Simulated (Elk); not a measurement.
Band structure of Y3Si (Pm-3m, 4 atoms in the cell).

```
CELL_PARAMETERS angstrom
      4.56843     0.00000     0.00000
      0.00000     4.56843     0.00000
      0.00000     0.00000     4.56843
ATOMIC_POSITIONS crystal
  Y  0.00000 0.50000 0.50000
  Y  0.50000 0.00000 0.50000
  Y  0.50000 0.50000 0.00000
  Si 0.00000 0.00000 0.00000
```

Level of theory: LDA (PW92), all-electron FP-LAPW, Elk's shipped species files, default APW+lo basis run with Elk.

Settings: stype = 0; swidth = 0.00999582 Ha; ngridk = 6 6 6; maxscl = 100.

The starting cell comes from a database of computed structures (which also holds hypothetical and non-ambient phases and stackings), without a prior relaxation at this level. Its lattice was rescaled by a random factor within 2.5 % of one. Values depend on the basis (sphere radii, cutoffs, local orbitals), which need not be converged.

Levels in eV from the Fermi level, bands 16 to 23:
```
point     16     17     18     19     20     21     22    23
-----  -----  -----  -----  -----  -----  -----  -----  ----
Γ      -1.47  -0.92  -0.92  -0.92  -0.33  -0.33  -0.33  2.55
X      -1.73  -1.73  -0.28   0.19   1.37   1.37   1.71  1.72
M      -2.21  -0.64   0.20   0.20   0.43   1.47   1.47  1.97
R      -1.76  -1.48  -1.48  -1.48   1.67   1.67   1.67  1.94
```

Bands cross the Fermi level along this path, so the cell is metallic at this level.
